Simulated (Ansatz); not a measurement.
**What pressure 1.8 GPa does to SrHfO3**

The reference is SrHfO3 (space group I4/mcm, No. 140; a = 5.7143 Å, c = 8.2713 Å; a cell from a computed database, its experimental status unchecked).

Now apply this change: a hydrostatic pressure of 1.8 GPa.

Level of theory: PBEsol, PAW, 420 eV (Ansatz, a program for electronic structure; no spin-orbit coupling). Settings: 8×8×8 k-points, 0.05 eV Fermi–Dirac smearing.

```json
[
 {"quantity": "volume per atom", "base": "13.50 Å³", "changed": "13.36 Å³", "shift": "-0.148 Å³"},
 {"quantity": "density", "base": "7.72 g/cm³", "changed": "7.81 g/cm³", "shift": "+0.09 g/cm³"},
 {"quantity": "lattice parameter a", "base": "5.714 Å", "changed": "5.690 Å", "shift": "-0.024 Å"},
 {"quantity": "c/a ratio", "base": "1.447", "changed": "1.450", "shift": "+0.003"},
 {"quantity": "shortest interatomic distance", "base": "2.068 Å", "changed": "2.063 Å", "shift": "-0.005 Å"},
 {"quantity": "band gap", "base": "4.09 eV", "changed": "4.10 eV", "shift": "+0.01 eV"},
 {"quantity": "gap character", "base": "direct at Γ", "changed": "direct at Γ", "shift": "–"}
]
```

Cost of the whole job for the changed cell (relaxation, final SCF and bands): very roughly 3 core-minutes.

With Hf present, leaving out spin-orbit coupling can change the band edges. Load acts through the strain it causes; cell and atoms are relaxed under it. Whether these cells are dynamically stable was not tested.
